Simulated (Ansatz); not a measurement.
A computed series for GaSb: response to strain

The parent structure is GaSb in the zinc blende structure (space group F-43m, No. 216).

```
GaSb
1.0
    0.00000     3.02440     3.02440
    3.02440     0.00000     3.02440
    3.02440     3.02440     0.00000
Ga Sb
1 1
Direct
  0.00000   0.00000   0.00000
  0.25000   0.25000   0.25000
```

Cartesian axes are those of the cell as printed.

Strains are applied to the cell and any free atomic positions relax; under biaxial strain the out-of-plane vector relaxes too.

Level of theory: Ansatz (an electronic-structure program) LDA, no SOC.

```tsv
biaxial strain, plane normal [111], relaxed out of plane (%)	out-of-plane strain (%)
-2.5	1.28
-2.08	1.05
-1.67	0.84
-1.25	0.62
-0.83	?
-0.42	0.21
0	0.00
```

Task: Fit ε⊥ = −νε + γε² (strains in %) to the rows shown and predict the withheld row.

Result: Least squares on the printed values gives ν = 0.48 (the biaxial Poisson response) and γ = 0.011 (largest residual 0.00 %); this predicts 0.41 %, and the run gives 0.41 %, in agreement.

No phonon test of stability was made.
